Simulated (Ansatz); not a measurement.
**MgS: biaxial strain +0.99 %, plane normal [110], relaxed out of plane**

Base system: MgS in the rock salt structure (space group Fm-3m, No. 225; a = 5.182 Å). Axes: x, y, z lie along the cube axes.

Modification: tensile biaxial strain of 0.99 % in the plane normal to [110], as in epitaxy on a mismatched substrate; the out-of-plane cell vector and the atoms relax.

The values are results of PBEsol, PAW, 420 eV (Ansatz, a first-principles code; no spin-orbit coupling), not measurements. Settings: 11×11×11 k-points, 0.05 eV Fermi–Dirac smearing.

The volume per atom grows by 0.253 Å³, from 17.39 Å³ to 17.65 Å³ and the space group goes from Fm-3m (No. 225) to Immm (No. 71). The shortest interatomic distance grows by 0.006 Å to 2.597 Å and the energy rises by 1.8 meV/atom. The pressure (mean of the normal stresses, compression positive) goes from zero to -1.08 GPa and the band gap drops by 0.10 eV to 2.63 eV. The gap character comes out as indirect, Γ → T and the smallest direct gap decreases by 0.18 eV, from 3.69 eV to 3.51 eV. The electron mass goes from 0.53 mₑ along k, 0.29 mₑ across (at X) to 0.52 mₑ along k, 0.29 mₑ across (at T) and the valence-band top at Γ (three highest levels, from the VBM) becomes 0.00, -0.04, -0.14 eV (base: 0.00, 0.00, 0.00 eV). The out-of-plane strain is -0.53 % and the ratio −ε⊥/ε∥ is 0.53. The mean in-plane stress (compression positive) amounts to -1.6 GPa.

A biaxial case was relaxed in a doubled cell and then solved in the primitive one. Effective masses come from finite differences of ±0.01 Å⁻¹. Along k means along the line from Γ to the band edge. No phonon test of stability was made. Labels are those of the standard path for the cell's own space group.
